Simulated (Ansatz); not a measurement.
The starting structures come from a database of crystals and need not be the phases stable at ambient conditions.

By PBEsol, the system below comes out a metal.

Without scattering a metal conducts by its projected Fermi surface.

Here is the system:

```
CELL_PARAMETERS angstrom
      3.68877     0.00000     0.00000
     -1.84438     3.19457     0.00000
      0.00000     0.00000     6.26919
ATOMIC_POSITIONS crystal
  Na 0.33333 0.66667 0.25000
  Na 0.66667 0.33333 0.75000
```

The cell is taken as given.

The current flows along the normal of the first two printed cell vectors, the (001) plane of the conventional cell. No spin-orbit coupling; the value is a mean over 0.1 eV about the Fermi level.

Question: Compute, with PBEsol run with Ansatz (a first-principles code), the ballistic conductance per area.

Answer: 0.53 × 10¹⁵ S/m² for both spins.
